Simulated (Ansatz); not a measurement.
## Effect of pressure 3 GPa on CaSi2

Base system: CaSi$_{2}$ (space group R-3m, No. 166; a = 3.8512 Å, c = 29.8092 Å (hexagonal axes); a cell from a computed database, its experimental status unchecked).

One thing is altered: cell and atoms relaxed at a pressure of 3 GPa.

All numbers come from Ansatz (a quantum-chemistry and plane-wave program), PBEsol, PAW, cutoff 420 eV, without spin-orbit coupling. Settings: 14×14×14 k-points, 0.05 eV Fermi–Dirac smearing.

```tsv
quantity	base	changed	shift
density	2.50 g/cm³	2.61 g/cm³	+0.11 g/cm³
lattice parameter a	385.1 pm	381.1 pm	-4.0 pm
c/a ratio	7.740	7.651	-0.089
shortest interatomic distance	236.2 pm	233.2 pm	-2.94 pm
enthalpy H = E + PV relative to the base's energy	–	+0.39 eV/atom	–
band gap	zero	zero	–
```

Final structure:

```yaml
crystal:
  lattice:
    - [1.90554, 1.10017, 9.71941]
    - [-1.90554, 1.10017, 9.71941]
    - [0.00000, -2.20033, 9.71941]
  atoms:
    - { symbol: Ca, position: [0.92085, 0.92085, 0.92085] }
    - { symbol: Ca, position: [0.07915, 0.07915, 0.07915] }
    - { symbol: Si, position: [0.65340, 0.65340, 0.65340] }
    - { symbol: Si, position: [0.34660, 0.34660, 0.34660] }
    - { symbol: Si, position: [0.18322, 0.18322, 0.18322] }
    - { symbol: Si, position: [0.81678, 0.81678, 0.81678] }
```

Load acts through the strain it causes; cell and atoms are relaxed under it. Whether these cells are dynamically stable was not tested. All final runs are without spin polarisation.
